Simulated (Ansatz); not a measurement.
**CaSe: energy against volume**

CaSe (rock salt, Fm-3m, 25.263 Å³/atom and stress up to 0.01 GPa in the relaxed cell, cube axes along x, y and z) under hydrostatic pressure, with the cell free. PBEsol in Ansatz, a plane-wave DFT program (PAW, default set), 420 eV, 10×10×10 Γ-centred mesh, Fermi-Dirac smearing 0.05 eV; ions are relaxed, or left where forces stay under 0.02 eV/Å, within the symmetry of each cell.

Here V stands for volume and E for E less E0.

```
volume (Å³/atom)  E less E0 (meV/atom)  pressure (GPa)
----------------  --------------------  --------------
26.3474                           7.06           -2.01
25.7780                           1.66           -1.01
25.2634                           0.00            0.00
25.1184                           0.13            0.30
24.9338                           0.71            0.70
24.5865                           3.07            1.49
23.9866                          11.42            3.00
23.2912                              ?               ?
```

Taking the third-order Birch-Murnaghan form, a cubic in V^(-2/3) for E over the 7 complete rows: With u = V^(-2/3) - 0.1166, the rows have u = -0.0036616, -0.0020046, -0.0004537, -0.0000071, 0.0005676, 0.0016684, 0.0036322. Least squares gives E = 0.138 + 613.4·u + 685075·u² + 333863·u³. Residuals (row less fit): -0.001, 0.001, -0.001, -0.004, 0.003, 0.000, 0.000; standard error 0.003 (degrees of freedom: 3). Its minimum lies at u = -0.0004478, so V0 = (0.1161522)^(-3/2) = 25.26. There d²E/du² = 1369000 and d³E/du³ = 2003000, so B0 = (4/9) × 25.26^(-7/3) × 1369000 × 0.160218 = 52.1 GPa (the last factor turns the table's units into GPa), and B0' = 4 + (2/3) × 0.1161522 × (2003000)/1369000 = 4.1. B0' rests on the cubic coefficient alone and has a standard error of 0.1 from these residuals.

Predict the withheld E at V = 23.2912 from the fit, and compare with the calculation.

u = 0.0060136, so E = 0.138 + 613.4 × 0.0060136 + 685075 × 0.0060136² + 333863 × 0.0060136³ = 28.674 meV/atom. The calculation gives 28.67 meV/atom, which the fit meets to the printed digits. The row lies outside the fitted rows, so this is an extrapolation. The scatter of the fitted rows lies at the last printed digit.

Other structures, which can take over under pressure, weren't tried. The same form fitted to the pressure column gives B0' = 4.1; series where the two differ by over 0.4 aren't shown. Rows are the converged runs of the series near zero and its far end, less any whose ions stayed unrelaxed beside relaxed ones; series whose fitted rows scatter by over a few per cent of the range, as at a crossing or softening among them, aren't shown in this form.
